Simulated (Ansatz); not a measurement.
C: energy against volume

C (diamond, Fd-3m, 5.641 Å³/atom and stress up to 0.01 GPa in the relaxed cell, cube axes along x, y and z) under hydrostatic pressure, with the cell free. r2SCAN in Ansatz, a plane-wave DFT program (PAW, default set), 500 eV, 16×16×16 Γ-centred mesh, Fermi-Dirac smearing 0.05 eV; ions are relaxed, or left where forces stay under 0.02 eV/Å, within the symmetry of each cell.

Here V stands for volume and E for E less E0.

| volume (Å³/atom) | E less E0 (meV/atom) | pressure (GPa) |
|---|---|---|
| 5.6664 | 0.16 | -2.00 |
| 5.6537 | 0.04 | -1.00 |
| 5.6411 | 0.00 | 0.01 |
| 5.6299 | 0.03 | 0.90 |
| 5.6151 | 0.17 | 2.10 |
| 5.5861 | 0.77 | 4.50 |
| 5.5334 | 2.98 | 9.00 |
| 5.4666 | 7.98 | 15.00 |
| 5.3141 | ? | ? |

Problem. Fit E against V with the third-order Birch-Murnaghan form, a cubic in V^(-2/3), and predict the withheld value at V = 5.3141.

Solution. With u = V^(-2/3) - 0.3172, the rows have u = -0.0025736, -0.0021026, -0.0016336, -0.0012152, -0.0006602, 0.0004344, 0.0024480, 0.0050467. Least squares gives E = 0.479 + 584.9·u + 178868·u² - 49762·u³. Residuals (row less fit): 0.001, 0.000, -0.001, -0.002, -0.001, 0.003, -0.002, 0.000; standard error 0.002 (degrees of freedom: 4). Its minimum lies at u = -0.0016339, so V0 = (0.3155661)^(-3/2) = 5.641. There d²E/du² = 358200 and d³E/du³ = -298600, so B0 = (4/9) × 5.641^(-7/3) × 358200 × 0.160218 = 450 GPa (the last factor turns the table's units into GPa), and B0' = 4 + (2/3) × 0.3155661 × (-298600)/358200 = 3.8. B0' rests on the cubic coefficient alone and has a standard error of 0.3 from these residuals. At the withheld row, u = 0.0111826, so E = 0.479 + 584.9 × 0.0111826 + 178868 × 0.0111826² - 49762 × 0.0111826³ = 29.318 meV/atom. The calculation gives 29.24 meV/atom, 0.078 meV/atom below the prediction (0.3 % of the range of E in the table). The row lies outside the fitted rows, so this is an extrapolation. The scatter of the fitted rows lies at the last printed digit.

Other structures, which can take over under pressure, weren't tried. The same form fitted to the pressure column gives B0' = 3.6; series where the two differ by over 0.4 aren't shown. Rows are the converged runs of the series near zero and its far end, less any whose ions stayed unrelaxed beside relaxed ones; series whose fitted rows scatter by over a few per cent of the range, as at a crossing or softening among them, aren't shown in this form.
